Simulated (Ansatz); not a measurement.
```xyz
4
Lattice="3.8814 0.0000 0.0000 0.0000 3.8814 0.0000 0.0000 0.0000 3.8814" Properties=species:S:1:pos:R:3 pbc="T T T"
Nb     0.0000     0.0000     0.0000
Ir     1.9407     1.9407     0.0000
Ir     0.0000     1.9407     1.9407
Ir     1.9407     0.0000     1.9407
```

Calculation: PBEsol, DFPT electron-phonon coupling, linearised Boltzmann equation (plane waves, PAW, scalar-relativistic; Ansatz, a first-principles code). Geometry: relaxed with this functional, without spin-orbit coupling.

### Question
Predict the intrinsic resistivity at 300 K.

### Answer
7.7 μΩ·cm.

### Question
And the electrons' mean free path at that temperature?

### Answer
18.9 nm, weighted by the current that each state carries. Wires not much wider than this gain resistivity from their walls.

A metal at this level (no band gap). Only scattering by harmonic phonons is included (no impurities, grain boundaries, electron-electron scattering or thermal expansion). Spin-orbit coupling is left out, which matters with elements this heavy. Halving the electron mesh (24x24x24) moves the resistivity by up to 10 % at 300 K, the mean free path by up to 8 %. Smearing 0.20 eV; phonons on a 4x4x4 q mesh, which this run doesn't test.

Formula and space group known from diffraction (Crystallography Open Database), not checked to be the room-temperature form: NbIr3 (Pm-3m).
